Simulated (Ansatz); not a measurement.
Element substitutions in hypothetical P-3m1 Ba3P2

Base system: Ba3P2 (space group P-3m1, No. 164; a = 5.401 Å, c = 6.726 Å; a hypothetical phase, not in the database extracts checked).

Each row replaces one element on all its sites; cell and atoms are relaxed.

Computed with Ansatz (a program for electronic structure) PBEsol, scalar-relativistic without spin-orbit coupling.

```
case     lattice parameter a  band gap
-------  -------------------  --------
base                 5.401 Å   0.14 eV
Ba → Cs              5.809 Å      zero
P → As               5.528 Å   0.13 eV
Ba → Ca                    …         …
```

Question: Complete the table.

Answer: 
- Ba → Ca, lattice parameter a: 4.707 Å
- Ba → Ca, band gap: 0.86 eV

Whether these cells are dynamically stable was not tested. As relaxed here, Cs3P2, Ba3As2 and Ca3P2 are hypothetical phases, not in the database extracts checked. All final runs are without spin polarisation. An odd electron count without spin: Cs3P2. The zero or small gap of Ba3P2 and Ba3As2 can change with the level of theory.
